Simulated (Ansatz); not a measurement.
Levels about the gap of amorphous Ti20O43Al2 (65 atoms in a cell of 792 Å³, 3.56 g/cm³; zone centre alone, so wide bands show as single levels with stretches between that a denser mesh fills), at the geometry that PBE relaxed, where it gives 3.3 GPa on a denser mesh. Exact exchange is cut at the faces of this small cell, which leaves a finite-size error. The participation number counts the atoms over which a state spreads; weights are charges in smoothed Voronoi cells. The levels come from a single point, so bond lengths are those of that geometry. Method of the levels: HSE06, scalar-relativistic without spin-orbit coupling (Ansatz, a first-principles code). Sampling: the zone centre alone; Fermi-Dirac width 0.02 eV; no spin polarisation. At PBE the levels at the filled edge of the gap are localised (band-tail or defect states).

It comes from a melt-quench run on a machine-learned potential (CHGNet), relaxed afterwards by DFT. O atoms were pushed apart under 1.9 Å during the dynamics, to hinder bonds among them. The hot cell started wider than the set density and was brought back towards it in steps. It is the lowest in DFT energy of 2 quenches. It is a model cell: composition and starting density were chosen by hand, and all elements were melted together. No dispersion term was used. Its density started from a set value of 3.56 and ended at 3.56 g/cm³. The simulated quench (nominally 360 K/ps over its main leg) is rapid and tends to freeze in more defects than a deposited or slowly cooled glass has. Values belong to this one cell and scatter from quench to quench. The volume was held where the preparation left it, at a PBE pressure of 3.3 GPa. Stress components on the final sampling reach 4.7 GPa.

```json
[
 {"E - E(highest filled), eV": "-0.67", "filling": "filled", "participation number": "32.0", "largest on": "O, 2 neighbours", "weight O": "0.93", "weight Ti": "0.07", "weight Al": "0.00"},
 {"E - E(highest filled), eV": "-0.63", "filling": "filled", "participation number": "27.8", "largest on": "O, 3 neighbours", "weight O": "0.93", "weight Ti": "0.07", "weight Al": "0.00"},
 {"E - E(highest filled), eV": "-0.57", "filling": "filled", "participation number": "23.3", "largest on": "O, 2 neighbours", "weight O": "0.94", "weight Ti": "0.06", "weight Al": "0.00"},
 {"E - E(highest filled), eV": "-0.52", "filling": "filled", "participation number": "25.3", "largest on": "O, 2 neighbours", "weight O": "0.92", "weight Ti": "0.07", "weight Al": "0.00"},
 {"E - E(highest filled), eV": "-0.43", "filling": "filled", "participation number": "14.2", "largest on": "O, 3 neighbours", "weight O": "0.93", "weight Ti": "0.07", "weight Al": "0.00"},
 {"E - E(highest filled), eV": "-0.27", "filling": "filled", "participation number": "15.7", "largest on": "O, 2 neighbours", "weight O": "0.92", "weight Ti": "0.07", "weight Al": "0.00"},
 {"E - E(highest filled), eV": "0.00", "filling": "filled", "participation number": "5.9", "largest on": "O, 2 neighbours", "weight O": "0.93", "weight Ti": "0.07", "weight Al": "0.00"},
 {"E - E(highest filled), eV": "4.09", "filling": "empty", "participation number": "14.4", "largest on": "Ti, 5 neighbours", "weight O": "0.19", "weight Ti": "0.80", "weight Al": "0.00"},
 {"E - E(highest filled), eV": "4.16", "filling": "empty", "participation number": "20.0", "largest on": "Ti, 5 neighbours", "weight O": "0.20", "weight Ti": "0.80", "weight Al": "0.00"},
 {"E - E(highest filled), eV": "4.23", "filling": "empty", "participation number": "18.4", "largest on": "Ti, 6 neighbours", "weight O": "0.21", "weight Ti": "0.79", "weight Al": "0.00"},
 {"E - E(highest filled), eV": "4.28", "filling": "empty", "participation number": "18.1", "largest on": "Ti, 5 neighbours", "weight O": "0.19", "weight Ti": "0.81", "weight Al": "0.00"},
 {"E - E(highest filled), eV": "4.31", "filling": "empty", "participation number": "12.6", "largest on": "Ti, 6 neighbours", "weight O": "0.17", "weight Ti": "0.83", "weight Al": "0.00"},
 {"E - E(highest filled), eV": "4.35", "filling": "empty", "participation number": "19.3", "largest on": "Ti, 5 neighbours", "weight O": "0.21", "weight Ti": "0.79", "weight Al": "0.00"},
 {"E - E(highest filled), eV": "4.42", "filling": "empty", "participation number": "17.3", "largest on": "Ti, 6 neighbours", "weight O": "0.19", "weight Ti": "0.81", "weight Al": "0.00"}
]
```

Most localised among these is the filled level at +0.00 eV, on a O atom, which has 2 neighbours (Ti 1.81 Å, Ti 1.84 Å).
